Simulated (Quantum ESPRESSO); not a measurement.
Worked example: self-consistent single point of CuGe3 (P6_3/mmc, 8 atoms in the cell) in Quantum ESPRESSO.

Level of theory: PBEsol, PSlibrary PAW (PBE) pseudopotentials (plane waves; Quantum ESPRESSO).

The change in words: lattice scaled by 0.98. Reference geometry:
```
CELL_PARAMETERS angstrom
      4.34544     0.00000     0.00000
     -2.17272     3.76326     0.00000
      0.00000     0.00000     8.93492
ATOMIC_POSITIONS crystal
  Cu 0.66667 0.33333 0.75000
  Cu 0.33333 0.66667 0.25000
  Ge 0.66667 0.33333 0.07561
  Ge 0.33333 0.66667 0.92439
  Ge 0.33333 0.66667 0.57561
  Ge 0.66667 0.33333 0.42439
  Ge 0.00000 0.00000 0.75000
  Ge 0.00000 0.00000 0.25000
```

Reference input (self-consistent single point, DFT, PBEsol, plane waves, PSlibrary PAW (PBE) pseudopotentials): ecutwfc = 50 Ry; ecutrho = 300 Ry; occupations = smearing; smearing = fermi-dirac; degauss = 0.0073499 Ry; input_dft = pbesol; potentials = {Cu: Cu.pbe-dn-kjpaw_psl.1.0.0.UPF, Ge: Ge.pbe-n-kjpaw_psl.1.0.0.UPF}; K_POINTS = automatic 5 5 3 0 0 0; conv_thr = 1e-10 Ry; mixing_beta = 0.7. This run's input differs from it in these lines:

```diff
@@ -27,5 +27,5 @@
 CELL_PARAMETERS angstrom
-   4.3454397514     0.0000000000     0.0000000000
-  -2.1727198757     3.7632612153     0.0000000000
-   0.0000000000     0.0000000000     8.9349200000
+   4.2585309834     0.0000000000     0.0000000000
+  -2.1292654917     3.6879960144     0.0000000000
+   0.0000000000     0.0000000000     8.7562220000
 ATOMIC_POSITIONS crystal
```

Output, abridged:

```
     Self-consistent Calculation

     iteration #  1     ecut=    50.00 Ry     beta= 0.70

     Threshold (ethr) on eigenvalues was too large:
     Diagonalizing with lowered threshold

     total energy              =   -1387.02200464 Ry
     estimated scf accuracy    <       0.16107616 Ry

     iteration #  2     ecut=    50.00 Ry     beta= 0.70

     total energy              =   -1387.00053181 Ry
     estimated scf accuracy    <       0.89697025 Ry

     iteration #  3     ecut=    50.00 Ry     beta= 0.70

     total energy              =   -1387.11267943 Ry
     estimated scf accuracy    <       0.00632028 Ry

   [... 7 blocks of this kind left out ...]

     iteration # 11     ecut=    50.00 Ry     beta= 0.70

     total energy              =   -1387.11655242 Ry
     estimated scf accuracy    <          1.1E-09 Ry

     iteration # 12     ecut=    50.00 Ry     beta= 0.70
     End of self-consistent calculation

     the Fermi energy is     8.5475 ev

!    total energy              =   -1387.11655242 Ry
     estimated scf accuracy    <          1.4E-11 Ry
     smearing contrib. (-TS)   =      -0.00792850 Ry
     internal energy E=F+TS    =   -1387.10862392 Ry

     convergence has been achieved in  12 iterations

     Forces acting on atoms (cartesian axes, Ry/au):

     atom    1 type  1   force =    -0.00000000   -0.00000000    0.00000000
     atom    2 type  1   force =     0.00000000    0.00000000   -0.00000000
     atom    3 type  2   force =    -0.00000000    0.00000000   -0.00077291
     atom    4 type  2   force =     0.00000000    0.00000000    0.00077291
     atom    5 type  2   force =    -0.00000000   -0.00000000   -0.00077291
   [... lines left out ...]

     Total force =     0.001546     Total SCF correction =     0.000001

          total   stress  (Ry/bohr**3)                   (kbar)     P=        3.97
   0.00003514   0.00000000  -0.00000000            5.17        0.00       -0.00
   0.00000000   0.00003514   0.00000000            0.00        5.17        0.00
  -0.00000000   0.00000000   0.00001067           -0.00        0.00        1.57

   JOB DONE.
```

The run converged in 12 iterations. Against the reference run the free energy drops by 12.2 meV/atom, the pressure goes from -4.31 to 0.40 GPa and the largest force goes from 0.035 to 0.020 eV/Å.

The starting cell comes from a database of computed structures (which also holds hypothetical and non-ambient phases and stackings), without a prior relaxation at this level. For this run, on top of that: lattice scaled by 0.98. Spin polarisation is off.

Cost on one core of a shared machine: roughly 50 s.
